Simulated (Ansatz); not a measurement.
What tensor shear ε_xy = +0.86 % does to GaN

The parent structure is GaN in the zinc blende structure (space group F-43m, No. 216; a = 4.4554 Å). Axes: x, y, z lie along the cube axes.

Now apply this change: a pure shear with ε_xy = ε_yx = 0.0086, atoms relaxed at fixed cell.

Computed with LDA, PAW, 420 eV (Ansatz, a quantum-chemistry and plane-wave program; spin-orbit coupling left out). Γ-centred 13×13×13 mesh, Fermi–Dirac width 0.05 eV.

The space group goes from F-43m (No. 216) to Imm2 (No. 44) and the shortest interatomic distance shrinks by 0.004 Å (1.929 Å → 1.925 Å). The energy goes up by 1.6 meV/atom and the pressure (mean of the normal stresses, compression positive) is nearly the same (0.00 GPa against 0.02 GPa). The band gap shrinks by 0.07 eV to 1.89 eV and the gap character is still direct at Γ. The valence-band top at Γ (three highest levels, from the VBM) changes from 0.00, 0.00, 0.00 eV to 0.00, -0.06, -0.12 eV and the valley order (the lowest conduction-band minima on the path, energy above the VBM, named in the base's zone) becomes Γ 1.89 eV; X along [001] 3.19 eV; X along [010] 3.21 eV (base: Γ 1.96 eV; X along ⟨100⟩ 3.27 eV). The stress (xx, yy, zz, yz, xz, xy; compression positive) amounts to (0.03, 0.03, 0.00, 0.00, 0.00, -2.77) GPa.

The cells carry an imposed strain or load. Stability against distortions was not tested. This is not the structure that GaN has at room temperature and ambient pressure. k-point labels follow each cell's own Brillouin zone.
